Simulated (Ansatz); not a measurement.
Troubleshooting Ansatz (a quantum-chemistry and plane-wave program): a failed run on Cs2MoS2O2 (Pbcn, 28 atoms in the cell). The aim is a self-consistent single point with DFT, LDA (PW92), plane waves, default PAW files made with PBE.

Cell that was meant: a = 9.3981 Å, b = 7.8363 Å, c = 11.0408 Å, α = 90.00°, β = 90.00°, γ = 90.00°.

Part of the input:

Ansatz 0.2 input:
```yaml
  pseudopotentials: { kind: paw }
scf:
  occupations: { method: fixed }
  max_iter: 3
output:
  forces: true
  eigenvalues: true
```

Log, with long lists cut:

```
SCF iter   1: F=—  HF=-74832.078762 eV  |F-HF|=—  |Δ(HF+E_count)|=         —  Δρ=9.55e-3  dr2=8.46e-1  ethr=1.77e-3  ⟨swp⟩=13.9  Hψ=12369  notcnv=0
all-band conjugate gradients solve this SCF's bands
preconditioner: auto → Resta (q_TF=auto, 2.201 Å⁻¹)
SCF iter   2: F=—  HF=-74831.984728 eV  |F-HF|=—  |Δ(HF+E_count)|=   9.40e-2  Δρ=6.80e-3  dr2=4.48e-1  ethr=3.78e-4  ⟨swp⟩=9.0  Hψ=7655  notcnv=0
SCF iter   3: F=—  HF=-74831.914538 eV  |F-HF|=—  |Δ(HF+E_count)|=   7.02e-2  Δρ=2.23e-3  dr2=4.02e-2  ethr=2.00e-4  ⟨swp⟩=7.6  Hψ=7706  notcnv=0
Error: did not converge after 3 iterations: dr2 = 4.02e-2 (threshold 1.00e-7), under the density mixer `msr1`, which `scf.mixing.algorithm: auto` chose by the deck's other keys (type `scf.mixing.algorithm: msr1` to keep it); at k-index 0, counted from 0 in this SCF's own list of k-points, the highest band that the last eigensolve's fill by count filled, 3.662407 eV, and the lowest that it left empty, 5.856229 eV, lay 2.194e0 eV apart, the closest at any k-point: where those lie closer than the levels still move from one iteration to the next, and no symmetry of the run holds them equal, such a fill need not settle, and opposed starting moments at zero total moment, or else a [...]
```

Problem. Diagnose the run.

Solution. The fault is an iteration limit that is too low. The loop is cut before its threshold is met, so whatever is printed at the end is not self-consistent. To fix it, raise the limit, or leave it to the default. The run ended unconverged after 3 iterations.

The sound input it was made from differs as follows (other fixes are possible):
```diff
-  max_iter: 3
```

With that input, the run converged in 9 iterations: free energy E − TS (on the zero of these files) -74831.9041 eV; top of the valence band (on the code's own zero) 3.61 eV; gap on the k-point mesh 2.21 eV; pressure -1.38 GPa; largest force (vector length) 0.481 eV/Å (DFT, LDA (PW92), plane waves, default PAW files made with PBE).

On the sound input: the starting cell comes from a database of computed structures (which also holds hypothetical and non-ambient phases and stackings), without a prior relaxation at this level. Its lattice was rescaled by a random factor within 2.5 % of one. Ansatz's pressure includes its estimate of the finite-basis (Pulay) stress.
